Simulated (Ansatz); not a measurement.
Band structure of PNO (I2_12_12_1, 6 atoms in the cell).

```
CELL_PARAMETERS angstrom
     -2.22378     2.38856     3.50218
      2.22378    -2.38856     3.50218
      2.22378     2.38856    -3.50218
ATOMIC_POSITIONS crystal
  P  0.61083 0.86083 0.75000
  P  0.88917 0.63917 0.25000
  N  0.75000 0.89204 0.14204
  N  0.25000 0.60796 0.35796
  O  0.87288 0.75000 0.62288
  O  0.62712 0.25000 0.87712
```

Computed with LDA (PW92), PAW files made with PBE (plane waves; Ansatz, a first-principles code).

Settings: kpoints.mp_grid.grid = 5 5 5; hamiltonian.xc = lda; hamiltonian.pseudopotentials = {kind: paw} (the program's default PAW files); scf.occupations.method = fixed; kpoints.band_path.npoints = 8.

The starting cell comes from a database of computed structures (which also holds hypothetical and non-ambient phases and stackings), without a prior relaxation at this level.

### Question
Predict the gap along the standard path and the places of the band edges.

### Answer
The gap along the path is 5.10 eV, from Z to Γ; the smallest direct gap on it is 5.53 eV.

Levels in eV from the top of the valence band on the path, bands 13 to 20:
```json
[
 {"point": "Γ", "13": "-2.07", "14": "-1.87", "15": "-1.16", "16": "-0.43", "17": "5.10", "18": "5.39", "19": "6.94", "20": "8.12"},
 {"point": "X", "13": "-2.52", "14": "-2.38", "15": "-1.63", "16": "-0.24", "17": "6.60", "18": "6.89", "19": "7.92", "20": "7.94"},
 {"point": "L", "13": "-2.36", "14": "-1.91", "15": "-1.67", "16": "-0.33", "17": "6.17", "18": "6.89", "19": "7.14", "20": "8.34"},
 {"point": "T", "13": "-2.13", "14": "-1.64", "15": "-1.09", "16": "-0.59", "17": "5.85", "18": "6.77", "19": "7.04", "20": "8.43"},
 {"point": "W", "13": "-2.01", "14": "-2.01", "15": "-0.86", "16": "-0.86", "17": "6.16", "18": "6.16", "19": "7.44", "20": "7.44"},
 {"point": "R", "13": "-2.45", "14": "-1.55", "15": "-1.48", "16": "-0.51", "17": "6.55", "18": "6.97", "19": "7.15", "20": "7.93"},
 {"point": "X1", "13": "-2.52", "14": "-2.38", "15": "-1.63", "16": "-0.24", "17": "6.60", "18": "6.89", "19": "7.92", "20": "7.94"},
 {"point": "Z", "13": "-2.88", "14": "-2.48", "15": "-1.91", "16": "0.00", "17": "6.58", "18": "6.95", "19": "7.89", "20": "8.14"},
 {"point": "Y", "13": "-2.61", "14": "-2.18", "15": "-1.97", "16": "-0.30", "17": "5.75", "18": "7.19", "19": "7.50", "20": "8.02"},
 {"point": "S", "13": "-2.44", "14": "-2.09", "15": "-1.12", "16": "-0.73", "17": "5.60", "18": "6.67", "19": "7.18", "20": "7.74"}
]
```

Keys are those of Ansatz 0.2.
